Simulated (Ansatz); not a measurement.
Start from TiO₂ in the anatase structure (space group I4_1/amd, No. 141; a = 3.799 Å, c = 9.701 Å).

Structures relaxed with plane-wave PAW DFT at the PBE level (Ansatz, a program for electronic structure, 420 eV), no SOC.

Base:

Simulated powder pattern, Cu Kα1, λ = 1.54056 Å (kinematic, ideal powder, no thermal factors, no anomalous dispersion; the 8 strongest lines at most, above 2 %, up to 2θ = 90°):

| 2θ (°) | I/Imax (%) | hkl |
|---|---|---|
| 25.16 | 100 | (101) |
| 37.04 | 21 | (004) |
| 47.85 | 29 | (200) |
| 52.95 | 20 | (105) |
| 54.81 | 19 | (211) |
| 62.01 | 15 | (204) |
| 69.99 | 7.4 | (220) |
| 74.12 | 12 | (215) |

After one change:

Simulated powder pattern, Cu Kα1, λ = 1.54056 Å (kinematic, ideal powder, no thermal factors, no anomalous dispersion; the 8 strongest lines at most, above 2 %, up to 2θ = 90°):

| 2θ (°) | I/Imax (%) |
|---|---|
| 25.32 | 100 |
| 37.78 | 21 |
| 48.07 | 30 |
| 53.88 | 19 |
| 55.10 | 19 |
| 62.71 | 15 |
| 70.34 | 7.5 |
| 75.07 | 12 |

Question: Name the change that was made.
(A) pressure 5 GPa
(B) pressure 10 GPa
(C) pressure −2 GPa
(D) pressure 1.5 GPa

Answer: A, pressure 5 GPa. Its volume per atom is 11.35 Å³ against 11.67 Å³, and its space group is I4_1/amd (No. 141).

Load acts through the strain it causes; cell and atoms are relaxed under it. Whether these cells are dynamically stable was not tested. Competing high-pressure phases were not computed. The final runs are not spin-polarised.
